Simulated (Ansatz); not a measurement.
# Ta: response to strain

Take Ta in the bcc (W type) structure (space group Im-3m, No. 229; a = 3.282 Å; relaxed with 0.1 eV smearing) as the base. Axes: x, y, z lie along the cube axes.

Strains are applied to the cell and any free atomic positions relax; under biaxial strain the out-of-plane vector relaxes too.

Level of theory: Ansatz (a quantum-chemistry and plane-wave program), PBEsol, PAW, cutoff 420 eV, scalar-relativistic without spin-orbit coupling.

Notes on the quantities. pressure: mean of the normal stresses, compression positive.

```csv
variant,pressure,volume per atom
base,0.0 GPa,17.68 Å³
"biaxial strain −3.00 %, plane normal [001], relaxed out of plane",5.6 GPa,17.27 Å³
"biaxial strain −2.50 %, plane normal [001], relaxed out of plane",4.6 GPa,17.33 Å³
"biaxial strain −2.00 %, plane normal [001], relaxed out of plane",3.6 GPa,17.40 Å³
"biaxial strain −1.50 %, plane normal [001], relaxed out of plane",2.7 GPa,17.47 Å³
"biaxial strain −0.50 %, plane normal [001], relaxed out of plane",0.9 GPa,17.61 Å³
"biaxial strain +0.50 %, plane normal [001], relaxed out of plane",-0.8 GPa,17.75 Å³
"biaxial strain +1.50 %, plane normal [001], relaxed out of plane",-2.3 GPa,17.90 Å³
"biaxial strain +2.00 %, plane normal [001], relaxed out of plane",-3.0 GPa,17.96 Å³
"biaxial strain +3.00 %, plane normal [001], relaxed out of plane",-4.1 GPa,18.08 Å³
```

Whether these cells are dynamically stable was not tested. The final runs are not spin-polarised.
